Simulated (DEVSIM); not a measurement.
Structure: abrupt In0.53Ga0.47As n-p junction, at 300 K.

Layer 1 from the left is In0.53Ga0.47As, thickness (μm) 3.40, Nd (cm⁻³) 3.6e16, τn (s) 6.6e-8, τp (s) 6.6e-8. Layer 2 from the left is In0.53Ga0.47As, thickness (μm) 1.30, Na (cm⁻³) 1.4e16, τn (s) 6.6e-8, τp (s) 6.6e-8.

Left contact: ohmic. Right contact: ohmic. Voltage is applied to the left contact. Recombination: SRH at mid-gap, Auger. Mobility is constant in doping.

Constants are typed, rounded textbook-type inputs, not results; the design itself was drawn at random and stands for no fabricated device. Values at 300 K.

In0.53Ga0.47As: gap (eV) 0.74, affinity (eV) 4.51, permittivity 13.9, Nc (cm⁻³) 2.1e17, Nv (cm⁻³) 7.7e18, μn (cm²/Vs) 12000, μp (cm²/Vs) 300, Cn (cm⁶/s) 5e-29, Cp (cm⁶/s) 5e-29.

DEVSIM, 1D drift-diffusion, Boltzmann statistics, complete ionisation; no tunnelling, impact ionisation, image-force lowering or self-heating.

Dark forward current:

```csv
|V| (V),|J| (A/cm²)
0.05,0.0001184
0.10,0.0009061
0.15,0.006242
0.20,0.04259
0.25,0.2905
0.30,1.980
0.35,13.44
0.40,89.21
0.45,531.1
0.50,2255
```

Task: Work out the local ideality factor n = ΔV / (kT/q · ln(J2/J1)) between the rows 0.15 and 0.20 V, 0.45 and 0.50 V.

Result: kT/q = 25.85 mV. From 0.15 to 0.20 V: ln(0.04259/0.006242) = 1.920, n = 1.01, near the 1 of diffusion or emission over a barrier. From 0.45 to 0.50 V: ln(2255/531.1) = 1.446, n = 1.34.

Task: Estimate the current at 0.25 V from the Shockley equation with J0 = Σ q ni² D/(N L) coth(W/L), τ joining the SRH, radiative and Auger lifetimes that are on, and W taken as the whole layer.

Result: ni² = 5.97e23 cm⁻⁶; holes in the n layer: μ = 300 cm²/Vs, D = 7.76 cm²/s, τ = 6.57e-8 s, L = 7.14 μm, W/L = 0.48, term 6.52e-8 A/cm²; electrons in the p layer: μ = 12000 cm²/Vs, D = 310 cm²/s, τ = 6.60e-8 s, L = 45.2 μm, W/L = 0.029, term 1.63e-5 A/cm². J0 = 1.64e-5 A/cm², and J = J0 exp(qV/kT) = 0.260 A/cm². The simulation gives 0.290 A/cm²; the estimate lies 11 % below. The estimate leaves out recombination in the depletion region and that region's share of W.
